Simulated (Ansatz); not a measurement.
Consider interstitial Sc in wurtzite AlN, charge state +3. Method: PBE, PAW (plane waves to 420 eV; Ansatz, an electronic-structure program).

Settings: 72 host sites, the relaxed PBE lattice, a 2×2×2 k-point mesh shifted by half a step along c, smearing 0.01 eV, spin-restricted, no image-charge correction. Energies are static. The charge state is imposed; whether it is stable for some Fermi level was not computed. Sites that were not tried may lie lower. The start lies 0.10 eV above the lowest site run (PBE).

The step: the atom that moves is a host Al, not the extra one; the atom moves 0.72 Å along (0.01, -0.02, 0.14) of the unit cell; the moving atom starts with neighbours N at 1.79, N at 1.88, N at 1.90, N at 2.05 Å and ends with N at 1.79, N at 1.90, N at 1.97, N at 2.05 Å.

Question: What migration barrier of this step does PBE, PAW give?

Answer: 0.049 eV forward and 0.15 eV backward. At the saddle the moving atom has neighbours N at 1.78, N at 1.87, N at 1.91 Å. The saddle point's order was not checked.
